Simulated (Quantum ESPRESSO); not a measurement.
# Quick settings and what they miss: NiGe (Pnma, 8 atoms in the cell)

Self-consistent single point.

```
CELL_PARAMETERS angstrom
      5.42718     0.00000     0.00000
      0.00000     3.51407     0.00000
      0.00000     0.00000     5.87633
ATOMIC_POSITIONS crystal
  Ni 0.50554 0.25000 0.69073
  Ni 0.49446 0.75000 0.30927
  Ni 0.99446 0.75000 0.19073
  Ni 0.00554 0.25000 0.80927
  Ge 0.68966 0.25000 0.08698
  Ge 0.31034 0.75000 0.91302
  Ge 0.81034 0.75000 0.58698
  Ge 0.18966 0.25000 0.41302
```

Computed with PBEsol, PSlibrary PAW (PBE) pseudopotentials (plane waves; Quantum ESPRESSO).

Base settings: ecutwfc = 50 Ry; ecutrho = 300 Ry; occupations = smearing; smearing = cold; degauss = 0.019992 Ry; input_dft = pbesol; potentials = {Ni: Ni.pbe-n-kjpaw_psl.1.0.0.UPF, Ge: Ge.pbe-n-kjpaw_psl.1.0.0.UPF}; K_POINTS = automatic 4 5 3 0 0 0; conv_thr = 1e-09 Ry.

Tight run (finer mesh or higher cutoff; not a proven limit): ecutwfc: 50 Ry → 70 Ry; ecutrho: 300 Ry → 420 Ry; conv_thr: 1e-09 Ry → 7.3e-11 Ry; K_POINTS: automatic 4 5 3 0 0 0 → automatic 6 7 5 0 0 0. It gave Fermi level (on the code's own zero) 10.51 eV; pressure -7.87 GPa; largest force (vector length) 0.085 eV/Å.

Quick runs, as changes from the base:
- A: the base itself
- B: ecutwfc: 50 Ry → 35 Ry; ecutrho: 300 Ry → 210 Ry; degauss: 0.019992 Ry → 0.0147 Ry; K_POINTS: automatic 4 5 3 0 0 0 → automatic 4 4 4 0 0 0
- C: ecutwfc: 50 Ry → 30 Ry; ecutrho: 300 Ry → 180 Ry; degauss: 0.019992 Ry → 0.036749 Ry; K_POINTS: automatic 4 5 3 0 0 0 → automatic 3 3 3 1 1 1
- D: ecutwfc: 50 Ry → 25 Ry; ecutrho: 300 Ry → 150 Ry; degauss: 0.019992 Ry → 0.0147 Ry; K_POINTS: automatic 4 5 3 0 0 0 → automatic 2 2 2 1 1 1

Energies are extrapolated to zero smearing width, which holds to low order in the width alone (under cold and Methfessel-Paxton smearing the free energy itself is taken).

Dashes: time of C, D, under 30 s.

The count of work is k-points × plane waves × bands × iterations; it is no time. Core times come from one kind of shared machine and are given to one figure; runs under 30 s give none.

The starting cell comes from a database of computed structures (which also holds hypothetical and non-ambient phases and stackings), without a prior relaxation at this level. Its lattice was rescaled by a random factor within 2.5 % of one. Spin polarisation is off. In the base run, with a pressure of about -8 GPa the cell is away from its equilibrium volume at this level. Without a gap this mesh is coarse (it stands for a supercell whose shortest vector is 18 Å).

```csv
run,energy less tight (meV/atom),pressure less tight (GPa),largest miss in a force vector (eV/Å),count of work / tight,core time / tight (rough)
A,1.3,-0.45,0.056,0.23,0.3
B,41.5,0.05,0.052,0.17,0.2
C,78.9,-5.02,0.210,0.047,–
D,638.4,-39.70,0.629,0.0048,–
```

Among the runs at the tight run's level, the energy misses run from 1.3 to 638.4 meV/atom.

Left out of this page: 1 run of the series failed or unconverged; 1 run of the series outside the window shown, repeating another row's setting, or not comparable.
